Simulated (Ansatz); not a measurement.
Candidates (primitive cells; geometry: cell and atoms relaxed with PBEsol):
A. ZnS (F-43m), a = 3.787 Å, b = 3.787 Å, c = 3.787 Å, α = 60.00°, β = 60.00°, γ = 60.00°
B. BN (F-43m), a = b = c = 2.550 Å, α = β = γ = 60.00°
C. BP (F-43m), a = 3.1963 Å, b = 3.1963 Å, c = 3.1963 Å, α = 60.00°, β = 60.00°, γ = 60.00°
D. ZnSe (F-43m), a = 3.9833 Å, b = 3.9833 Å, c = 3.9833 Å, α = 60.00°, β = 60.00°, γ = 60.00°
E. GaAs (F-43m), a = b = c = 4.0013 Å, α = β = γ = 60.00°

**Question.** Order them by band gap (lowest first) at the level Ansatz (a program for electronic structure) with r2SCAN, rigid bands.

**Answer.** E (1.00 eV), C (1.40 eV), D (1.94 eV), A (2.79 eV), B (5.01 eV)

Spin-orbit coupling is left out.
